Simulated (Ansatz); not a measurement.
A self-consistent single point of SrHI (P4mm, 6 atoms in the cell) with Ansatz (a program for electronic structure).

Method: PBEsol, default PAW files made with PBE (plane waves; Ansatz).

```xyz
6
Lattice="4.3024 0.0000 0.0000 0.0000 4.3024 0.0000 0.0000 0.0000 9.1251" Properties=species:S:1:pos:R:3 pbc="T T T"
Sr     0.0000     2.1512     1.3702
Sr     2.1512     0.0000     7.8049
H      2.1512     2.1512     0.0000
H      0.0000     0.0000     0.0000
I      0.0000     2.1512     6.2486
I      2.1512     0.0000     2.8765
```

Reference input (self-consistent single point, DFT, PBEsol, plane waves, default PAW files made with PBE): basis.ecutwfc = 420 eV; kpoints.mp_grid.grid = 6 6 3; hamiltonian.xc = pbesol; hamiltonian.pseudopotentials = {kind: paw} (the program's default PAW files); scf.occupations.method = fixed. This run's input differs from it in these lines:

Ansatz 0.2 input:
```diff
@@ -15,3 +15,3 @@
 kpoints:
-  mp_grid: { grid: [6, 6, 3] }
+  mp_grid: { grid: [6, 6, 3], shift: [0.5, 0.5, 0.5] }
 hamiltonian:
```

The program printed (abridged):

```
SCF iter   1: F=—  HF=-21887.461105 eV  |F-HF|=—  |Δ(HF+E_count)|=         —  Δρ=4.23e-3  dr2=3.12e-2  ethr=1.77e-3  ⟨swp⟩=6.8  Hψ=1675  notcnv=0  defer=47
all-band conjugate gradients solve this SCF's bands
preconditioner: auto → Resta (q_TF=auto, 2.270 Å⁻¹)
SCF iter   2: F=—  HF=-21887.456168 eV  |F-HF|=—  |Δ(HF+E_count)|=   4.94e-3  Δρ=1.89e-3  dr2=5.46e-3  ethr=5.58e-5  ⟨swp⟩=3.2  Hψ=770  notcnv=0  defer=48
SCF iter   3: F=—  HF=-21887.455589 eV  |F-HF|=—  |Δ(HF+E_count)|=   5.79e-4  Δρ=3.15e-4  dr2=2.62e-4  ethr=9.76e-6  ⟨swp⟩=3.0  Hψ=524  notcnv=0  defer=48
SCF iter   4: F=—  HF=-21887.455650 eV  |F-HF|=—  |Δ(HF+E_count)|=   6.12e-5  Δρ=1.20e-4  dr2=2.12e-5  ethr=4.68e-7  ⟨swp⟩=2.5  Hψ=607  notcnv=0  defer=48
SCF iter   5: F=—  HF=-21887.455662 eV  |F-HF|=—  |Δ(HF+E_count)|=   1.15e-5  Δρ=2.06e-5  dr2=8.21e-7  ethr=3.78e-8  ⟨swp⟩=2.2  Hψ=577  notcnv=0  defer=48
SCF iter   6: F=-21887.455663 eV  HF=-21887.455662 eV  |F-HF|=1.07e-7  |Δ(HF+E_count)|=   9.16e-7  Δρ=6.08e-6  dr2=7.11e-8  ethr=1.79e-10  ⟨swp⟩=18.9  Hψ=3240  notcnv=0
SCF 1 converged in 6 iterations: F = -21887.455663 eV  dr2 = 7.11e-8
Free energy (F): -21887.455663 eV
Internal energy: -21887.455663 eV  (E = F + TS)
E sigma→0 (E₀):  -21887.455663 eV
Fermi energy:    4.712918 eV
--- Forces (eV/Å), atoms counted from 1 ---
  atom   1  Sr     0.00000000     0.00000000    -0.20071520
  atom   2  Sr    -0.00000000     0.00000000     0.05133371
  atom   3  H      0.00000000     0.00000000     0.05247885
  atom   4  H      0.00000000     0.00000000     0.05247885
  atom   5  I     -0.00000000     0.00000000     0.11446680
  atom   6  I      0.00000000     0.00000000    -0.07000990
--- Stress (GPa, compression-positive) ---
       -1.768443       0.000000       0.000000
        0.000000      -1.768443       0.000000
        0.000000       0.000000      -1.376119
  P = ⅓ Tr σ = -1.6377 GPa (-16.377 kbar)
  The stress holds the Pulay correction. Without it, at fixed plane waves, as pw.x and ABINIT print it: P = -1.6672 GPa
```

The run converged in 6 iterations. Against the reference run the free energy hardly moves (within 1 meV/atom), the pressure stays at -1.64 GPa, the largest force moves little (0.200 to 0.201 eV/Å) and the gap on the mesh goes from 3.476 to 3.637 eV.

The starting cell comes from a database of computed structures (which also holds hypothetical and non-ambient phases and stackings), without a prior relaxation at this level. Its lattice was rescaled by up to half a per cent. One atom was moved a little off its site on purpose. Spin-orbit coupling is off. Ansatz's pressure includes its estimate of the finite-basis (Pulay) stress. Another mesh or the band path of this cell gives a smaller gap, so this value is not converged in the mesh.
